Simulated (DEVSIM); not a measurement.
Structure: Schottky contact on n-type CdTe, at 300 K.

Layer 1 from the left is CdTe, thickness (μm) 20.0, Nd (cm⁻³) 8.7e15, τn (s) 4.2e-10, τp (s) 4.2e-10.

Left contact: Schottky, work function 5.09 eV, emission velocity 7.9e6 cm/s. Right contact: ohmic. Voltage is applied to the left contact. Recombination: SRH at mid-gap, Auger. Mobility is constant in doping.

Constants are typed, rounded textbook-type inputs, not results; the design itself was drawn at random and stands for no fabricated device. Values at 300 K.

CdTe: gap (eV) 1.5, affinity (eV) 4.28, permittivity 10.2, Nc (cm⁻³) 8e17, Nv (cm⁻³) 1.8e19, μn (cm²/Vs) 1000, μp (cm²/Vs) 80, Cn (cm⁶/s) 1e-30, Cp (cm⁶/s) 1e-30.

Question: Estimate by hand the built-in potential, the peak field at zero bias, the capacitance at -1.5 V, and compare with a numerical solution.

Answer: 
- Built-in potential: barrier φB = 0.810 eV; Vbi = φB − kT/q ln(N_band/N) = 0.693 V; numerical 0.693 V.
- Peak field at zero bias: depletion approximation: W = √(2εVbi/(qN)) = 0.300 μm with N = 8.70e15 cm⁻³; field = 2Vbi/W = 46300 V/cm; numerical 45300 V/cm (estimate above by 2.1 %).
- Capacitance at -1.5 V: C = √(qεN / 2(Vbi + |V|)) = 16.9 nF/cm²; numerical 17.0 nF/cm² (estimate below by 0.59 %).

Simulated with DEVSIM: 1D drift-diffusion, Boltzmann statistics, complete ionisation; no tunnelling, impact ionisation, image-force lowering or self-heating. Metal contacts follow the ideal Schottky-Mott rule: no Fermi-level pinning, no interface dipoles.
